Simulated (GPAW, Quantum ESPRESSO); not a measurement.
A GPAW input for a self-consistent single point of Ca2GaCu2 (Immm, 5 atoms in the cell) (DFT PBEsol, plane waves, GPAW PAW datasets PBEsol (made by gpaw-setup)):

```python
from ase import Atoms
from ase.units import GPa
from gpaw import GPAW, PW, FermiDirac

atoms = Atoms(['Ca', 'Ca', 'Ga', 'Cu', 'Cu'],
              cell=[[-2.186862, 2.728648, 4.580241],
                    [2.186862, -2.728648, 4.580241],
                    [2.186862, 2.728648, -4.580241]],
              scaled_positions=[[0.305490, 0.805490, 0.500000],
                                [0.694510, 0.194510, 0.500000],
                                [0.000000, 0.000000, 0.000000],
                                [0.746470, 0.500000, 0.246470],
                                [0.253530, 0.500000, 0.753530]],
              pbc=True)

calc = GPAW(mode=PW(850),
            xc='PBEsol',
            kpts=(5, 5, 5),
            occupations=FermiDirac(0.1),
            nbands=-11,
            convergence={'density': 1e-05, 'energy': 1e-05},
            symmetry={'symmorphic': False, 'tolerance': 0.0005},
            maxiter=120,
            txt='-')

atoms.calc = calc

energy = atoms.get_potential_energy()
print('Energy (eV):', round(energy, 6))
forces = atoms.get_forces()
print('Forces (eV/Ang):')
print(forces.round(5))
stress = atoms.get_stress()
print('Stress (GPa, Voigt):', (stress / GPa).round(4))
```

Task: Write the same calculation as an input for Quantum ESPRESSO.

Result: This is the input that was run; spellings and numerical settings could be chosen otherwise.

```fortran
&control
 calculation = 'scf',
 outdir = './tmp/',
 pseudo_dir = './',
 tprnfor = .true.,
 tstress = .true.,
/
&system
 ibrav = 11,
 celldm(1) = 8.2651405047,
 celldm(2) = 1.247745856849,
 celldm(3) = 2.094435314162,
 nat = 5,
 ntyp = 3,
 ecutwfc = 50,
 ecutrho = 400,
 occupations = 'smearing',
 smearing = 'fermi-dirac',
 degauss = 0.0073499,
/
&electrons
 conv_thr = 1e-10,
/
ATOMIC_SPECIES
Ca    40.0780  ca_pbesol_v1.uspp.F.UPF
Ga    69.7230  ga_pbesol_v1.4.uspp.F.UPF
Cu    63.5460  cu_pbesol_v1.2.uspp.F.UPF
ATOMIC_POSITIONS angstrom
Ca   -2.1868620000    0.0000000000    2.7984356462
Ca    0.0000000000   -2.7286480000    1.7818053538
Ga    0.0000000000    0.0000000000    0.0000000000
Cu    0.0000000000   -1.3450597451    4.5802410000
Cu   -2.1868620000   -1.3835882549    0.0000000000
K_POINTS automatic
5 5 5  0 0 0
```

Basis, cutoffs, solver keys and any potentials are the target program's own. This input uses DFT, PBEsol, plane waves, GBRV 1.5 ultrasoft (PBESOL) pseudopotentials.

The starting cell comes from a database of computed structures (which also holds hypothetical and non-ambient phases and stackings), without a prior relaxation at this level. Its lattice was rescaled by a random factor within 2.5 % of one.
